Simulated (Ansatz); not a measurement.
Base system: Ru in the hcp (Mg type) structure (space group P6_3/mmc, No. 194).

```xyz
2
Lattice="2.6919 0.0000 0.0000 -1.3459 2.3312 0.0000 0.0000 0.0000 4.2456" Properties=species:S:1:pos:R:3 pbc="T T T"
Ru     0.0000     1.5541     3.1842
Ru     1.3459     0.7771     1.0614
```

All numbers come from PBEsol (Ansatz, an electronic-structure program, PAW, without spin-orbit coupling).

For the base:

The band gap comes out as zero and the volume per atom is 13.32 Å³.

Now apply this change: a hydrostatic pressure of 100 GPa.

Problem. Predict the new band gap and volume per atom.

Solution. The band gap stays zero; the volume per atom falls by 2.26 Å³ (13.32 Å³ → 11.06 Å³).

Load acts through the strain it causes; cell and atoms are relaxed under it. Stability against distortions was not tested. No other phases were tried under pressure. The final runs are not spin-polarised.
